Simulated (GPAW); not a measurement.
```
CELL_PARAMETERS angstrom
      0.00000     2.76386     2.76386
      2.76386     0.00000     2.76386
      2.76386     2.76386     0.00000
ATOMIC_POSITIONS crystal
  Zn 0.00000 0.00000 0.00000
  Se 0.75000 0.75000 0.75000
```

Level of theory: PBE, GPAW PAW datasets PBE (gpaw-data 1.0.1) (plane waves; GPAW 25.7.0).

The set-up and first iterations of a GPAW log for ZnSe (F-43m, 2 atoms in the cell):

```
Input parameters:
  convergence: {bands: -2,
                density: 1e-05,
                energy: 1e-05}
  kpts: {gamma: True,
         size: (10, 10, 10)}
  maxiter: 120
  mode: {ecut: 850.0,
         name: pw}
  nbands: -4
  occupations: {fixmagmom: False,
                name: fermi-dirac,
                width: 0.02}
  symmetry: {symmorphic: False,
             tolerance: 0.0005}
  xc: PBE

species:
  Zn:
    name: Zinc
    Z: 30.0
    valence: 12
    core: 18
    charge: 0.0
    file: Zn.PBE.gz

    # Using partial waves for Zn as LCAO basis

  Se:
    name: Selenium
    Z: 34.0
    valence: 6
    core: 28
    charge: 0.0
    file: Se.PBE.gz

    # Using partial waves for Se as LCAO basis

Reference energy: -114964.858784  # eV

Spin-paired calculation

Convergence criteria:
 Maximum [total energy] change in last 3 cyles: 1e-05 eV / valence electron
 Maximum integral of absolute [dens]ity change: 1e-05 electrons / valence electron
   [... lines left out ...]
  Pulay-stress correction: 0.000000 eV/Ang^3 (de/decut=0.000000)

Occupation numbers: Fermi-Dirac:
  width: 0.0200  # eV

Eigensolver

Densities:
  Coarse grid: 27*27*27 grid
  Fine grid: 54*54*54 grid
  Total Charge: 0.000000

Density mixing:
  Method: separate
  Backend: pulay
  Linear mixing parameter: 0.05
  old densities: 5
  Damping of long wavelength oscillations: 50

Hamiltonian:
  XC and Coulomb potentials evaluated on a 54*54*54 grid
  External potential:
    NoExternalPotential

XC parameters: PBE with 2 nearest neighbor stencil

Number of atoms: 2
Number of atomic orbitals: 13
Number of bands in calculation: 13
Number of valence electrons: 18
Bands to converge: 11

Density initialized from atomic densities
  13 bands from LCAO basis set

Atomic positions and initial magnetic moments

Positions:
   0 Zn     0.000000    0.000000    0.000000    ( 0.0000,  0.0000,  0.0000)
   1 Se     4.145790    4.145790    4.145790    ( 0.0000,  0.0000,  0.0000)

Unit cell:
           periodic     x           y           z      points  spacing
  1. axis:    yes    0.000000    2.763860    2.763860    27     0.1182
  2. axis:    yes    2.763860    0.000000    2.763860    27     0.1182
  3. axis:    yes    2.763860    2.763860    0.000000    27     0.1182

  Lengths:   3.908688   3.908688   3.908688
  Angles:   60.000000  60.000000  60.000000

Effective grid spacing dv^(1/3) = 0.1290
     iter     time        total  log10-change:
                         energy   eigst   dens
iter:   1 --:--:--    -6.117462   +0.98
iter:   2 --:--:--    -6.156147   +0.47  -1.24
iter:   3 --:--:--    -6.007481   -0.65  -1.27
iter:   4 --:--:--    -6.029138   -1.14  -1.50
iter:   5 --:--:--    -6.017019   -1.59  -1.72
```

Task: Will this run converge, and how will it end?

Result: The run converged in 25 iterations. Convergence of the loop says nothing yet on basis, mesh or lower states. It ends on: free energy E − TS (from the program's reference atoms) -6.0034 eV; top of the valence band (on the code's own zero) 4.72 eV; gap on the k-point mesh 1.61 eV; pressure 7.98 GPa. The log goes on:

```
   [... 4 lines left out ...]
iter:  10 --:--:--    -6.003390   -3.45  -3.00
iter:  11 --:--:--    -6.003834   -3.64  -3.42
iter:  12 --:--:--    -6.003467   -3.69  -3.26
iter:  13 --:--:--    -6.003431   -5.37  -3.76
iter:  14 --:--:--    -6.003409c  -5.12  -3.90
iter:  15 --:--:--    -6.003441c  -5.11  -4.17
iter:  16 --:--:--    -6.003411c  -4.94  -3.82
iter:  17 --:--:--    -6.003409c  -6.60  -4.32
iter:  18 --:--:--    -6.003409c  -7.43c -4.44
iter:  19 --:--:--    -6.003410c  -6.59  -4.46
iter:  20 --:--:--    -6.003409c  -6.97  -4.50
iter:  21 --:--:--    -6.003409c  -8.37c -4.62
iter:  22 --:--:--    -6.003409c  -7.16  -4.64
iter:  23 --:--:--    -6.003409c  -8.45c -4.86
iter:  24 --:--:--    -6.003409c  -9.35c -4.95
iter:  25 --:--:--    -6.003409c  -9.06c -5.05c
Converged after 25 iterations.

Dipole moment: (3.725920, 3.725920, 3.725920) |e|*Ang

Energy contributions relative to reference atoms: (reference = -114964.858784)

Kinetic:        +18.121642
Potential:      -15.085170
External:        +0.000000
XC:              -8.994370
Entropy (-ST):   -0.000000
Local:           -0.045511
SIC:             +0.000000
--------------------------
Free energy:     -6.003409
Extrapolated:    -6.003409

Showing only first 2 kpts
 Kpt  Band  Eigenvalues  Occupancy
  0     7      4.71917    2.00000
  0     8      4.71917    2.00000
  0     9      6.32761    0.00000
  0    10     10.49851    0.00000

  1     7      4.39083    2.00000
  1     8      4.39083    2.00000
  1     9      7.39510    0.00000
  1    10      9.95914    0.00000

Fermi level: 5.25225

Gap: 1.608 eV
Transition (v -> c):
  (s=0, k=0, n=8, [0.00, 0.00, 0.00]) -> (s=0, k=0, n=9, [0.00, 0.00, 0.00])
No difference between direct/indirect transitions
Energy (eV): -6.003409

Forces in eV/Ang:
  0 Zn   -0.00000    0.00000    0.00000
  1 Se   -0.00000   -0.00000    0.00000

Stress tensor:
    -0.049803    -0.000000    -0.000000
    -0.000000    -0.049803     0.000000
    -0.000000     0.000000    -0.049803
Stress (GPa, Voigt): [-7.9793 -7.9793 -7.9793  0.     -0.     -0.    ]
```

For comparison: a first run was changed to give this one (lattice scaled by 0.98), and from it to this one the free energy rises by 44.5 meV/atom, the pressure goes from 3.08 to 7.98 GPa and the gap on the mesh goes from 1.357 to 1.608 eV.

The starting cell comes from a database of computed structures (which also holds hypothetical and non-ambient phases and stackings), without a prior relaxation at this level. Its lattice was rescaled by a random factor within 2.5 % of one. For this run, on top of that: lattice scaled by 0.98. With a pressure of about 8 GPa the cell is away from its equilibrium volume at this level.

The run was DFT PBE, plane waves, GPAW PAW datasets PBE (gpaw-data 1.0.1). Main settings of its input:

- mode = pw
- ecut = 850 eV
- xc = PBE
- kpts = 10 10 10
- mesh shift (steps) = 0 0 0
- occupations.name = fermi-dirac
- occupations.width = 0.02 eV
- nbands = -4
- convergence.density = 1e-05 e/electron
- convergence.energy = 1e-05 eV/electron
- convergence.bands = -2
- symmetry.symmorphic = false
